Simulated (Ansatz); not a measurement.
Start from Re in the hcp (Mg type) structure (space group P6_3/mmc, No. 194; a = 2.775 Å, c = 4.483 Å).

(Cell as relaxed with PBE.)

Levels (all Ansatz, an electronic-structure program, PAW): PBE (420 eV, without spin-orbit coupling); r2SCAN (500 eV, no spin-orbit coupling).

Each level relaxes its own structure.

| base | PBE | r2SCAN |
|---|---|---|
| volume per atom | 14.95 Å³ | 14.70 Å³ |
| lattice parameter a | 2.775 Å | 2.758 Å |
| band gap | zero | zero |

One thing is altered: a hydrostatic pressure of 7 GPa.

```csv
quantity,PBE,r2SCAN
c/a ratio,1.615,1.618
shortest interatomic distance,2.738 Å,2.725 Å
```

PBE's c/a ratio lies 0.003 below r2SCAN's; PBE's shortest interatomic distance lies 0.013 Å above r2SCAN's (0.5 %). Neither level is exact; r2SCAN is the comparison here, not a measurement.

Load acts through the strain it causes; cell and atoms are relaxed under it. Whether these cells are dynamically stable was not tested. No other phases were tried under pressure. All final runs are without spin polarisation.
